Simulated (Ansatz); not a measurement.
This Ansatz (an electronic-structure program) input is the reference run, LiBr in the wurtzite structure (space group P6_3mc, No. 186; a cell from a computed database, its experimental status unchecked), computed with PBEsol/PAW in Ansatz, without spin-orbit coupling, earlier PAW set:

Ansatz 0.2 input:
```yaml
crystal:
  lattice:
    - [4.1356076047, 0, 0]
    - [-2.0678038024, 3.5815412458, 0]
    - [0, 0, 6.6197601933]
  atoms:
    - { symbol: Li, position: [0.6666666667, 0.3333333333, 0.8779218901] }
    - { symbol: Li, position: [0.3333333333, 0.6666666667, 0.3779218901] }
    - { symbol: Br, position: [0.6666666667, 0.3333333333, 0.4970781099] }
    - { symbol: Br, position: [0.3333333333, 0.6666666667, 0.9970781099] }
basis: { ecutwfc: 420, ecutrho_ratio: 4, xc_grid: 2, fft_grid_basis: typed }
kpoints: { mp_grid: { grid: [9, 9, 5] } }
hamiltonian:
  xc: pbesol
  dispersion: none
  pseudopotentials: { azcp: { folder: ./paw }, kind: paw }
scf: { occupations: { method: fermi_dirac, width: 0.05 }, convergence: { dr2_threshold: 0.0000000004 } }
output: { forces: true, stress: true }
```

### Question
Write the input for this change: every lattice vector is stretched by 2.62 %; the atoms relax in the strained cell.

### Answer
Ansatz 0.2 input:
```yaml
crystal:
  lattice:
    - [4.243960524, 0, 0]
    - [-2.121980262, 3.6753776264, 0]
    - [0, 0, 6.7931979104]
  atoms:
    - { symbol: Li, position: [0.6666666667, 0.3333333333, 0.8779218901] }
    - { symbol: Li, position: [0.3333333333, 0.6666666667, 0.3779218901] }
    - { symbol: Br, position: [0.6666666667, 0.3333333333, 0.4970781099] }
    - { symbol: Br, position: [0.3333333333, 0.6666666667, 0.9970781099] }
basis: { ecutwfc: 420, ecutrho_ratio: 4, xc_grid: 2, fft_grid_basis: typed }
kpoints: { mp_grid: { grid: [9, 9, 5] } }
hamiltonian:
  xc: pbesol
  dispersion: none
  pseudopotentials: { azcp: { folder: ./paw }, kind: paw }
scf: { occupations: { method: fermi_dirac, width: 0.05 }, convergence: { dr2_threshold: 0.0000000004 } }
relax: { f_tol: 0.005, max_steps: 50 }
output: { forces: true, stress: true }
checkpoint: { write: state.ck, write_every: 1000 }
```
This is the input that was run.

Stability against distortions was not tested. This is not the structure that LiBr has at room temperature and ambient pressure.
